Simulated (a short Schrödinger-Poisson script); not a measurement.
Structure: MOS inversion layer, Si3N4 on p-type Si(100), at 300 K.

From the gate side: 3.7 nm Si3N4; 1700 nm Si, acceptors 6.1e16 cm⁻³.

The device is made up for the run: typed textbook-type constants, with dimensions and the other settings drawn at random. Si3N4: permittivity 7.5, conduction-band edge (eV) 1.95, gap (eV) 5.1, electron mass (mₑ) 0.5. Si: permittivity 11.7, conduction-band edge (eV) 0, gap (eV) 1.124, Nv at 300 K (cm⁻³) 3.1e19.

Channel valleys (confinement mass, in-plane density-of-states mass, number): Δ2 0.916, 0.19, 2; Δ4 0.19, 0.417, 4. At the gate the conduction-band edge of layer 1 lies 2.12 eV − eVg above the Fermi level of the channel; the field vanishes at the back. Gaps are held at their typed values at every temperature. Mesh 0.03 nm at interfaces.

Solved with a short Schrödinger-Poisson script written for these runs: 1D Poisson equation in equilibrium, electrons quantum, Hartree (BenDaniel-Duke, 12 states a valley, the channel's in-plane mass for all, wave functions free to enter the dielectric), parabolic valleys, classical holes, full ionisation, no traps, pinning or gate leakage.

| Vg (V) | electrons (cm⁻²) | C (μF/cm²) | Δ2 E0 (meV from the Fermi level) | Δ4 E0 (meV from the Fermi level) |
|---|---|---|---|---|
| 0.1 | 1.18e10 | 0.138 | 183.5 | 207.9 |
| 0.2 | 1.94e11 | 0.644 | 109.0 | 135.5 |
| 0.3 | 7.27e11 | 1.05 | 71.3 | 101.7 |
| 0.4 | 1.43e12 | 1.21 | 50.2 | 84.7 |
| 0.5 | 2.22e12 | 1.30 | 35.6 | 73.9 |
| 0.6 | 3.05e12 | 1.36 | 24.3 | 66.2 |
| 0.7 | 3.91e12 | 1.40 | 15.0 | 60.1 |
| 0.8 | 4.79e12 | 1.43 | 7.1 | 55.1 |
| 0.9 | 5.69e12 | 1.45 | 0.0 | 50.8 |
| 1 | 6.60e12 | 1.47 | -6.3 | 47.1 |
| 1.1 | 7.53e12 | 1.49 | -12.2 | 43.7 |
| 1.2 | 8.46e12 | 1.50 | -17.6 | 40.6 |
| 1.3 | 9.40e12 | 1.51 | -22.7 | 37.7 |
| 1.4 | 1.03e13 | 1.52 | -27.5 | 35.0 |
| 1.5 | 1.13e13 | 1.53 | -32.1 | 32.4 |
| 1.6 | 1.23e13 | 1.54 | -36.5 | 30.0 |
| 1.7 | 1.32e13 | 1.55 | -40.7 | 27.7 |

Gate voltages with under 1e9 electrons/cm² are left out.

**Question.** At Vg = 1.7 V the lowest Δ2 subband lies at -40.7 meV from the Fermi level. How many electrons does it hold, and what share of all?

**Answer.** The two-dimensional density of states is g m/(πħ²) = 1.59e11 cm⁻² meV⁻¹ (both spins), kT = 25.9 meV, so n = D kT ln(1 + exp(−E/kT)) = 7.24e12 cm⁻², 0.55 of the 1.32e13 cm⁻² in all.

**Question.** Compare the slope of the sheet density between 1.5 and 1.7 V with the geometric capacitance of the layers between gate and channel.

**Answer.** q Δn/ΔV = 1.52 μF/cm²; ε0/Σ(t/ε) = 1.79 μF/cm². The ratio is 0.85: the channel acts as a further capacitance in series.
